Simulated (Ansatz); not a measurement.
The reference is SiC in the zinc blende structure (space group F-43m, No. 216; a = 4.329 Å). Axes: x, y, z lie along the cube axes.

The values are results of plane-wave PAW DFT at the LDA level (Ansatz, a first-principles code, 420 eV), no spin-orbit coupling, not measurements.

Strains are applied to the cell and any free atomic positions relax.

One change was made to it. Results:

| quantity | base | after |
|---|---|---|
| energy relative to the base (free energy F) | 0 meV/atom | +7.9 meV/atom |
| smallest direct gap | 4.53 eV | 4.48 eV |

Task: Which of these changes matches the shifts?
(A) uniaxial strain ε_zz = +3.00 %
(B) uniaxial strain ε_zz = +0.50 %
(C) uniaxial strain ε_zz = −1.50 %
(D) uniaxial strain ε_zz = +2.50 %

Result: D, uniaxial strain ε_zz = +2.50 %. For comparison, the energy relative to the base in the other runs: uniaxial strain ε_zz = −1.50 % gives +2.9 meV/atom; uniaxial strain ε_zz = +0.50 % gives +0.3 meV/atom; uniaxial strain ε_zz = +3.00 % gives +11 meV/atom.

Whether these cells are dynamically stable was not tested.
